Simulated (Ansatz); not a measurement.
The starting structures come from a database of crystals and need not be the phases stable at ambient conditions.

Inside the gap of an insulator the Bloch states are evanescent, with a wavenumber k + iκ along the transport direction.

Consider the following.

```
CELL_PARAMETERS angstrom
      5.85752     0.00000     0.00000
      0.00000     7.87547     0.00000
      2.92876     0.00000     5.84556
ATOMIC_POSITIONS crystal
  Rb 0.39578 0.45069 0.20844
  Rb 0.60422 0.95069 0.79156
  Rb 0.06238 0.58928 0.87524
  Rb 0.93762 0.08928 0.12476
  Li 0.20121 0.17080 0.59758
  Li 0.79879 0.67080 0.40242
  V  0.69105 0.38924 0.61790
  V  0.30895 0.88924 0.38210
  O  0.11450 0.78228 0.29188
  O  0.88550 0.28228 0.70812
  O  0.59362 0.78228 0.29188
  O  0.40638 0.28228 0.70812
  O  0.36537 0.09124 0.26926
  O  0.63463 0.59124 0.73074
  O  0.83704 0.42291 0.32592
  O  0.16296 0.92291 0.67408
```

Space group of this cell: Cmc2_1. The cell is taken as given; by r2SCAN its mean pressure is -0.8 GPa.

Transport runs along the normal of the first two printed cell vectors.

No gap correction and no spin-orbit coupling; mid-gap values are interpolated between computed energies.

### Question
Compute, with Ansatz (a program for electronic structure) with r2SCAN, the band gap and the smallest decay constant κ at mid-gap.

### Answer
Gap 4.30 eV on a 6×4×6 mesh; κ = 0.547 1/Å, at the zone centre.
